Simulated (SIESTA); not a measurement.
Input and output of a relaxation of cell and atoms for Zr₃S₂ (R32, 5 atoms in the cell) (SIESTA).

Method: LDA PW92, numerical atomic orbitals DZP, PseudoDojo LDA standard norm-conserving potentials (rewritten from UPF to PSML) (SIESTA).

```
Zr3S2
1.0
    2.90254     1.67578     3.48777
   -2.90254     1.67578     3.48777
    0.00000    -3.35156     3.48777
Zr S
3 2
Direct
  0.16128   0.83872   0.50000
  0.50000   0.16128   0.83872
  0.83872   0.50000   0.16128
  0.33497   0.33497   0.33497
  0.66503   0.66503   0.66503
```

Reference input (self-consistent single point, DFT, LDA PW92, numerical atomic orbitals DZP, PseudoDojo LDA standard norm-conserving potentials (rewritten from UPF to PSML)): XC.functional = LDA; XC.authors = PW92; potentials = PseudoDojo LDA standard; PAO.BasisSize = DZP; PAO.EnergyShift = 0.005 Ry; MeshCutoff = 400 Ry; kgrid.MonkhorstPack = 7 7 7; OccupationFunction = FD; ElectronicTemperature = 0.1 eV; MaxSCFIterations = 150; SCF.Mixer.Method = Broyden; SCF.Mixer.Weight = 0.1. This run's input differs from it in these lines:

```diff
@@ -44,2 +44,7 @@
 Diag.ParallelOverK           true
+MD.TypeOfRun                 CG
+MD.Steps                     40
+MD.MaxForceTol               0.02 eV/Ang
+MD.VariableCell              true
+MD.MaxStressTol              0.05 GPa
 WriteForces                  true
```

Output, abridged:

```
        iscf     Eharris(eV)        E_KS(eV)     FreeEng(eV)     dDmax    Ef(eV) dHmax(eV)
   scf:    1    -4721.108476    -4742.938887    -4743.021407  1.634639 -4.936156  2.762717
   scf:    2    -4743.488070    -4743.225309    -4743.310380  0.036359 -4.999040  2.190287
   scf:    3    -4743.800117    -4743.622844    -4743.717503  0.122048 -5.203598  0.444647
   scf:    4    -4743.660942    -4743.649726    -4743.748043  0.032255 -5.224283  0.187621
   scf:    5    -4743.649422    -4743.651189    -4743.750889  0.015192 -5.249206  0.058672
   scf:    6    -4743.651883    -4743.651779    -4743.751706  0.001906 -5.242993  0.012923
   scf:    7    -4743.651555    -4743.651679    -4743.751722  0.001614 -5.244844  0.008068
   scf:    8    -4743.651758    -4743.651722    -4743.751757  0.000676 -5.243908  0.002618
   scf:    9    -4743.651733    -4743.651728    -4743.751759  0.000236 -5.243783  0.001731
   scf:   10    -4743.651754    -4743.651741    -4743.751760  0.000078 -5.243589  0.000743
SCF Convergence by DM+H criterion
max |DM_out - DM_in|         :     0.0000781276
max |H_out - H_in|      (eV) :     0.0007429358
SCF cycle converged after 10 iterations

Using DM_out to compute the final energy and forces

siesta: E_KS(eV) =            -4743.6517

siesta: E_KS - E_eggbox =     -4743.6517

siesta: Atomic forces (eV/Ang):
     1    0.034236    0.000000    0.000000
     2   -0.017119    0.029649   -0.000000
     3   -0.017119   -0.029649    0.000000
     4    0.000000    0.000000   -0.008755
     5    0.000000   -0.000000    0.008755
   Tot   -0.000000   -0.000000    0.000000
   Max    0.034236
   Res    0.015641    sqrt( Sum f_i^2 / 3N )
   Max    0.034236    constrained

Stress tensor Voigt[x,y,z,yz,xz,xy] (kbar):       62.25       62.25       64.97       -0.00       -0.00       -0.00
   [... lines left out ...]
siesta: Pressure (static):        -63.15835891  kBar
siesta: Pressure (total):        -63.15835891  kBar
No target stress found, assuming hydrostatic MD.TargetPressure.
Target stress (kBar)
outcell: Cell volume (Ang**3)        :     96.5765
        iscf     Eharris(eV)        E_KS(eV)     FreeEng(eV)     dDmax    Ef(eV) dHmax(eV)
siesta: Pressure (static):         -0.35508642  kBar
siesta: Pressure (total):         -0.35508642  kBar
outcell: Cell volume (Ang**3)        :     96.5765
siesta: FreeEng =     -4743.858890
   [... lines left out ...]
   5  6.429   1.700   0.039   1.383   1.315   1.383   0.065   0.107   0.065
              0.075   0.061   0.100   0.061   0.075

mulliken: Qtot =       48.000

Mulliken Atomic Populations:
Atom #   charge [q] valence [e]  Species
     1     0.286298   11.713702  Zr
     2     0.286299   11.713701  Zr
     3     0.286299   11.713701  Zr
     4    -0.429448    6.429448  S
     5    -0.429448    6.429448  S
 Total    -0.000000
```

The run converged. 

Summary of the result:
* **Free energy E − TS**: -4743.8589 eV
* **Fermi level (on the code's own zero)**: -5.38 eV
* **Pressure**: -0.04 GPa
* **Largest force (vector length)**: 0.003 eV/Å
* **Final cell**: a = 4.757 Å, b = 4.757 Å, c = 4.757 Å, α = 73.56°, β = 73.56°, γ = 73.56°
* **Final volume per atom**: 19.32 Å³
* **Relaxation steps**: 13

The starting cell comes from a database of computed structures (which also holds hypothetical and non-ambient phases and stackings), without a prior relaxation at this level. Values carry the incompleteness of an atom-centred basis.

Cost on one core of a shared machine: roughly 6 min.
